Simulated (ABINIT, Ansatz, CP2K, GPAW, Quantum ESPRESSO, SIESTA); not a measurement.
Code comparison for BaIn4 (I4/mmm, 5 atoms in the cell)

Self-consistent single point.

```xyz
5
Lattice="-2.5732 2.5732 6.1738 2.5732 -2.5732 6.1738 2.5732 2.5732 -6.1738" Properties=species:S:1:pos:R:3 pbc="T T T"
Ba     0.0000     0.0000     0.0000
In     0.0000     2.5732     3.0869
In     2.5732     0.0000     3.0869
In     0.0000     0.0000     7.6283
In     0.0000     0.0000     4.7194
```

All programs got the same cell, k-point mesh and kind of occupations (in Ansatz's words: kpoints.mp_grid.grid = 5 5 5; scf.occupations.method = gaussian; scf.occupations.width = 0.02 Ry); potentials, basis and cutoffs are each program's usual ones.

```
code                                                                                                                                      model  pressure (GPa)  largest force (eV/Å)  k-points       cutoff
----------------  -----------------------------------------------------------------------------------------------------------------------------  --------------  --------------------  --------  -----------
CP2K                                                                 PBEsol, GPW, DZVP-MOLOPT-SR-GTH basis, GTH-PBE potentials (GTH_POTENTIALS)           -2.91                 0.074        63  grid 500 Ry
SIESTA            GGA PBEsol, numerical atomic orbitals DZP, PseudoDojo PBEsol standard norm-conserving potentials (rewritten from UPF to PSML)           -1.59                 0.024        63  grid 300 Ry
GPAW                                                                                      PBEsol, GPAW PAW datasets PBEsol (made by gpaw-setup)           -3.61                 0.065        18       600 eV
Quantum ESPRESSO                                                          PBEsol, PseudoDojo standard norm-conserving (PBESOL) pseudopotentials           -3.37                 0.058        18        70 Ry
ABINIT                                                           PBEsol, norm-conserving pseudopotentials (PseudoDojo nc-sr-04 PBEsol standard)           -3.37                 0.058        18        35 Ha
Ansatz                                                                                                          PBEsol, PAW files made with PBE           -3.42                 0.059        18      default
```

The spread over the programs that give each value: pressure within 2.02 GPa; largest force within 0.050 eV/Å.

The starting cell comes from a database of computed structures (which also holds hypothetical and non-ambient phases and stackings), without a prior relaxation at this level. Its lattice was rescaled by a random factor within 2.5 % of one. On Ansatz's run: In the base run, with a pressure of about -3 GPa the cell is away from its equilibrium volume at this level.

Question: Why do the programs differ, and what cannot be compared?

Answer: Differences of this kind can come from the potentials, where these differ, and from what each basis and cutoff leave unconverged. The zero of total energies and Fermi levels follows the potentials and each program's conventions, so they are not compared here. CP2K and SIESTA use small atom-centred bases, whose incompleteness enters pressures, forces and empty levels differently from a plane-wave cutoff. Ansatz's pressure is given at a fixed set of plane waves, as the other plane-wave codes print theirs. Ansatz's smearing width was typed in Ry to four decimals, so it matches the others to a few per cent. The programs reduce the same mesh by symmetry to different extents, which changes the work and not the result. In the pressure, SIESTA (by 1.80) lies more than 1 GPa from the median of the plane-wave programs.

Left out of this page: Elk and FLEUR (not drawn, or without a comparable value).

Ansatz is an electronic-structure program.

Keys are those of Ansatz 0.2.
